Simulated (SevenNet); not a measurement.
**CsCl-type CoGa**

Method: the machine-learned potential SevenNet-0 (trained on PBE and PBE+U data).

Cell (relaxed at this level):

```yaml
crystal:
  lattice:
    - [2.88180, 0.00000, 0.00000]
    - [0.00000, 2.88180, 0.00000]
    - [0.00000, 0.00000, 2.88180]
  atoms:
    - { symbol: Ga, position: [0.50000, 0.50000, 0.50000] }
    - { symbol: Co, position: [0.00000, 0.00000, 0.00000] }
```

| Quantity | Result |
|---|---|
| lattice parameter a | 2.882 Å |
| equilibrium volume per atom | 11.97 Å³/atom |

Measured, for comparison: lattice constant a 2.878 Å (temperature not stated, copied from a table, unchecked, no zero-point or thermal correction; as tabulated in Monatshefte fuer Chemie und verwandte Teile anderer Wissenschaften 123, 509 (1992)). Computed (rounded) less measured: lattice constant a not scored (unchecked).

A machine-learned potential is trained on density-functional data: it inherits that level's misses and adds fitting errors of its own.
